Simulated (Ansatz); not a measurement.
The reference is AlN in the wurtzite structure (space group P6_3mc, No. 186; a = 3.114 Å, c = 4.983 Å).

Levels (all Ansatz, a program for electronic structure, PAW, earlier PAW set): PBEsol (420 eV, no spin-orbit coupling); HSE06 (420 eV, scalar-relativistic without spin-orbit coupling); PBEsol+SOC (420 eV, noncollinear with spin-orbit coupling).

Levels that relaxed their own cell: PBEsol.

```csv
level,band gap,lattice parameter a,lattice parameter c
PBEsol,4.10 eV,3.114 Å,4.983 Å
HSE06,5.54 eV,–,–
PBEsol+SOC,4.10 eV,–,–
```

Measured: band gap 6.51 eV (static lattice; corrected from measurement; as listed in Martin Feneberg et al., Physical Review B (2010)); lattice parameter a 3.1113 Å (0 K or low temperature; as listed in arXiv:1206.3780); lattice parameter c 4.9793 Å (0 K or low temperature; as listed in arXiv:1206.3780).

Computed minus measured — band gap: PBEsol -2.41 eV, HSE06 -0.97 eV, PBEsol+SOC -2.41 eV (closest: HSE06); lattice parameter a: PBEsol +0.1 %; lattice parameter c: PBEsol +0.1 %. Measured values not marked as corrected hold thermal and zero-point effects that the static-lattice runs lack. A measured gap can be an optical one, lowered by exciton binding.

Single points use the geometry relaxed with PBEsol. Differences between runs with and without spin-orbit coupling are approximate. Whether these cells are dynamically stable was not tested.
